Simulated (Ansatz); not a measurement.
Where the default PAW files enter, the runs use the earlier of Ansatz's two default sets.

Tunnelling through a barrier is set by its complex band structure: the current falls as exp(−2κd) with the smallest κ.

Data:

```
CELL_PARAMETERS angstrom
      7.17687     0.00000     0.00000
      2.39229     9.49210     0.00000
      3.58843     0.00000     2.07178
ATOMIC_POSITIONS crystal
  Bi 0.59917 0.20248 0.00000
  Bi 0.40083 0.79752 0.00000
  Se 0.00000 0.00000 0.00000
  Se 0.78938 0.63186 0.00000
  Se 0.21062 0.36814 0.00000
```

Space group of this cell: R-3m. The cell was relaxed by PBE-D3(BJ); by r2SCAN its mean pressure is 1.2 GPa.

Transport runs along the normal of the first two printed cell vectors, the (110) plane of the conventional cell.

The gap is the functional's own. No spin-orbit coupling. Mid-gap values are interpolated on the energy grid.

Problem. Estimate the band gap and the smallest decay constant κ at mid-gap that Ansatz (a program for electronic structure) with r2SCAN returns for this system.

Solution. Gap 0.44 eV on a 14×14×14 mesh; κ = 0.071 1/Å, at the zone centre.
